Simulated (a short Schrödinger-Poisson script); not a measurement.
Solved with a short Schrödinger-Poisson script written for these runs: 1D Poisson equation in equilibrium, electrons quantum, Hartree (BenDaniel-Duke, 12 states a valley, the channel's in-plane mass for all, wave functions ending at the dielectric), parabolic valleys, classical holes, full ionisation, no traps, pinning or gate leakage.

Structure: MOS inversion layer, Al2O3 on p-type Ge(100), at 400 K.

From the gate side: 4.3 nm Al2O3; 790 nm Ge, acceptors 2.7e17 cm⁻³.

The device is made up for the run: typed textbook-type constants, with dimensions and the other settings drawn at random. Al2O3: permittivity 9, conduction-band edge (eV) 2.65, gap (eV) 6.8, electron mass (mₑ) 0.3. Ge: permittivity 16, conduction-band edge (eV) 0, gap (eV) 0.664, Nv at 300 K (cm⁻³) 6e18.

Channel valleys (confinement mass, in-plane density-of-states mass, number): L4 0.12, 0.295, 4. At the gate the conduction-band edge of layer 1 lies 2.9 eV − eVg above the Fermi level of the channel; the field vanishes at the back. Gaps are held at their typed values at every temperature. Mesh 0.03 nm at interfaces.

Problem. Give the gate voltage at 1e11 electrons/cm² (V); the capacitance at Vg = 1.1 V (μF/cm²); the sheet density of all electrons at Vg = 0.5 V (cm⁻²).

Solution. gate voltage at 1e11 electrons/cm² (V): 0.30; capacitance at Vg = 1.1 V (μF/cm²): 1.37; sheet density of all electrons at Vg = 0.5 V (cm⁻²): 9.57e11. Only the L valleys are kept; under strong confinement the Δ valleys of Ge fill too.
